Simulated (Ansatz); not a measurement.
Where the default PAW files enter, the runs use the earlier of Ansatz's two default sets.

The decay constant κ of evanescent states in the gap governs leakage through a thin film.

Data:

```xyz
12
Lattice="5.0509 0.0000 0.0000 0.8564 5.1524 0.0000 0.0000 0.0000 5.1235" Properties=species:S:1:pos:R:3 pbc="T T T"
Zr     2.0725     4.0725     4.9076
Zr     3.8348     1.0799     0.2160
Zr     4.2630     3.6562     2.3458
Zr     1.6443     1.4963     2.7777
O      5.4240     4.3478     0.8520
O      0.4833     0.8047     4.2716
O      0.9115     3.3809     3.4138
O      4.9958     1.7716     1.7098
O      2.2877     0.1103     1.3189
O      3.6196     5.0422     3.8046
O      3.1914     2.4659     3.8807
O      2.7159     2.6865     1.2429
```

Space group of this cell: P2_1/c. The cell is strained (all lengths scaled by 0.98); by r2SCAN its mean pressure is 16.3 GPa.

Transport runs along the normal of the first two printed cell vectors.

No gap correction and no spin-orbit coupling; mid-gap values are interpolated between computed energies.

Task: Predict the band gap and the smallest decay constant κ at mid-gap from Ansatz (a program for electronic structure) with r2SCAN.

Result: Gap 4.39 eV on a 6×6×6 mesh; κ = 0.394 1/Å, at the zone centre.
